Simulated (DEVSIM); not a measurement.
Structure: Au/SiO2/p-InP capacitor, at 300 K.

```csv
layer (left to right),material,thickness (nm),Na (cm⁻³)
1,SiO2,4.80,-
2,InP,12000,2.6e15
```

Metal gate on the left, work function 5.1 eV. Fixed charge at the semiconductor interface 0 cm⁻² (in units of +e); interface traps 3e11 cm⁻² eV⁻¹, uniform in energy, neutral level at 0.5 of the gap above the valence band.

This is a model device: material constants are rounded textbook-type values typed into the input, and sizes, dopings and lifetimes were drawn at random. Values at 300 K.

```
parameter      SiO2     InP
-------------  ----  ------
gap (eV)          9   1.344
affinity (eV)   0.9    4.38
permittivity    3.9    12.5
Nc (cm⁻³)         -  5.7e17
Nv (cm⁻³)         -  1.1e19
```

Simulated with DEVSIM: 1D Poisson equation in equilibrium, Boltzmann statistics, complete ionisation; no quantum confinement or tunnelling. Metal contacts follow the ideal Schottky-Mott rule: no Fermi-level pinning, no interface dipoles.

Task: Tabulate band edges, carrier densities and field at 0.2 V on the gate.

Result: Energies count from the Fermi level of the right contact; mesh points crowd at the junctions.

```json
[
 {"x (μm)": "0.000", "Ec (eV)": "4.000", "Ev (eV)": "-5.000", "n (cm⁻³)": "< 1e2", "p (cm⁻³)": "< 1e2", "field (V/cm)": "81000"},
 {"x (μm)": "0.001298", "Ec (eV)": "4.011", "Ev (eV)": "-4.989", "n (cm⁻³)": "< 1e2", "p (cm⁻³)": "< 1e2", "field (V/cm)": "81000"},
 {"x (μm)": "0.003073", "Ec (eV)": "4.025", "Ev (eV)": "-4.975", "n (cm⁻³)": "< 1e2", "p (cm⁻³)": "< 1e2", "field (V/cm)": "81000"},
 {"x (μm)": "0.004525", "Ec (eV)": "4.037", "Ev (eV)": "-4.963", "n (cm⁻³)": "< 1e2", "p (cm⁻³)": "< 1e2", "field (V/cm)": "81000"},
 {"x (μm)": "0.006537", "Ec (eV)": "0.562", "Ev (eV)": "-0.782", "n (cm⁻³)": "2.1e8", "p (cm⁻³)": "810000", "field (V/cm)": "20000"},
 {"x (μm)": "0.01063", "Ec (eV)": "0.570", "Ev (eV)": "-0.774", "n (cm⁻³)": "1.5e8", "p (cm⁻³)": "1100000", "field (V/cm)": "20000"},
 {"x (μm)": "0.01996", "Ec (eV)": "0.589", "Ev (eV)": "-0.755", "n (cm⁻³)": "7.3e7", "p (cm⁻³)": "2300000", "field (V/cm)": "20000"},
 {"x (μm)": "0.05709", "Ec (eV)": "0.659", "Ev (eV)": "-0.685", "n (cm⁻³)": "4800000", "p (cm⁻³)": "3.5e7", "field (V/cm)": "18000"},
 {"x (μm)": "0.1284", "Ec (eV)": "0.780", "Ev (eV)": "-0.564", "n (cm⁻³)": "45000", "p (cm⁻³)": "3.7e9", "field (V/cm)": "16000"},
 {"x (μm)": "0.3047", "Ec (eV)": "0.996", "Ev (eV)": "-0.348", "n (cm⁻³)": "< 1e2", "p (cm⁻³)": "1.6e13", "field (V/cm)": "8900"},
 {"x (μm)": "0.7304", "Ec (eV)": "1.126", "Ev (eV)": "-0.218", "n (cm⁻³)": "< 1e2", "p (cm⁻³)": "2.4e15", "field (V/cm)": "210"},
 {"x (μm)": "2.305", "Ec (eV)": "1.128", "Ev (eV)": "-0.216", "n (cm⁻³)": "< 1e2", "p (cm⁻³)": "2.6e15", "field (V/cm)": "≈ 0"},
 {"x (μm)": "5.373", "Ec (eV)": "1.128", "Ev (eV)": "-0.216", "n (cm⁻³)": "< 1e2", "p (cm⁻³)": "2.6e15", "field (V/cm)": "≈ 0"},
 {"x (μm)": "9.159", "Ec (eV)": "1.128", "Ev (eV)": "-0.216", "n (cm⁻³)": "< 1e2", "p (cm⁻³)": "2.6e15", "field (V/cm)": "≈ 0"},
 {"x (μm)": "11.11", "Ec (eV)": "1.128", "Ev (eV)": "-0.216", "n (cm⁻³)": "< 1e2", "p (cm⁻³)": "2.6e15", "field (V/cm)": "≈ 0"},
 {"x (μm)": "11.63", "Ec (eV)": "1.128", "Ev (eV)": "-0.216", "n (cm⁻³)": "< 1e2", "p (cm⁻³)": "2.6e15", "field (V/cm)": "≈ 0"},
 {"x (μm)": "11.85", "Ec (eV)": "1.128", "Ev (eV)": "-0.216", "n (cm⁻³)": "< 1e2", "p (cm⁻³)": "2.6e15", "field (V/cm)": "≈ 0"},
 {"x (μm)": "11.94", "Ec (eV)": "1.128", "Ev (eV)": "-0.216", "n (cm⁻³)": "< 1e2", "p (cm⁻³)": "2.6e15", "field (V/cm)": "≈ 0"},
 {"x (μm)": "11.98", "Ec (eV)": "1.128", "Ev (eV)": "-0.216", "n (cm⁻³)": "< 1e2", "p (cm⁻³)": "2.6e15", "field (V/cm)": "≈ 0"},
 {"x (μm)": "12.00", "Ec (eV)": "1.128", "Ev (eV)": "-0.216", "n (cm⁻³)": "< 1e2", "p (cm⁻³)": "2.6e15", "field (V/cm)": "≈ 0"},
 {"x (μm)": "12.00", "Ec (eV)": "1.128", "Ev (eV)": "-0.216", "n (cm⁻³)": "< 1e2", "p (cm⁻³)": "2.6e15", "field (V/cm)": "≈ 0"},
 {"x (μm)": "12.01", "Ec (eV)": "1.128", "Ev (eV)": "-0.216", "n (cm⁻³)": "< 1e2", "p (cm⁻³)": "2.6e15", "field (V/cm)": "≈ 0"}
]
```
